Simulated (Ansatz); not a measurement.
# A short convergence ladder for MgNiF6 (R3, 8 atoms in the cell)

```xyz
8
Lattice="2.4135 1.3934 4.3789 -2.4135 1.3934 4.3789 0.0000 -2.7868 4.3789" Properties=species:S:1:pos:R:3 pbc="T T T"
Mg     0.0000     0.0000     6.6183
Ni     0.0000     0.0000     0.0000
F     -0.9567     1.3294     5.4144
F      0.9567    -1.3294     7.7222
F     -0.6729    -1.4932     5.4144
F      0.6729     1.4932     7.7222
F      1.6296     0.1638     5.4144
F     -1.6296    -0.1638     7.7222
```

Base method: PBEsol, default PAW files made with PBE (plane waves; Ansatz, an electronic-structure program).

Base settings: basis.ecutwfc = 420 eV; kpoints.mp_grid.grid = 7 7 7; hamiltonian.xc = pbesol; hamiltonian.pseudopotentials = {kind: paw} (the program's default PAW files); scf.occupations.method = gaussian; scf.occupations.width = 0.1 eV.

**The width of Gaussian smearing**

The mesh stays at the base's, so the ladder's end is converged at best in this setting alone.

Only quantities that move along the ladder and can be compared are tabulated.

| scf.occupations.width | free energy less the last step's (meV/atom) | pressure (GPa) | largest difference of a force vector from the last step's (eV/Å) |
|---|---|---|---|
| 1 eV | -44.28 | 2.38 | 0.492 |
| 0.5 eV | -1.26 | -0.42 | 0.039 |
| 0.2 eV | 0.00 | -0.64 | 0.000 |
| 0.02 eV | 0.00 | -0.64 | 0.000 |

Widest scf.occupations.width that holds the forces within 0.005 eV/Å of the last step, with all finer ones: 0.2 eV; the step before is off by 0.039 eV/Å.

Widest scf.occupations.width that holds the pressure within 0.2 GPa of the last step, with all finer ones: 0.2 eV; the step before is off by 0.22 GPa.

Widest scf.occupations.width that holds the free energy within 2 meV/atom of the last step, with all finer ones: 0.5 eV; the step before is off by 44 meV/atom.

On the base run: the starting cell comes from a database of computed structures (which also holds hypothetical and non-ambient phases and stackings), without a prior relaxation at this level. Its lattice was rescaled by up to half a per cent. One atom was moved a little off its site on purpose. Ansatz's pressure includes its estimate of the finite-basis (Pulay) stress.

Keys are those of Ansatz 0.2.
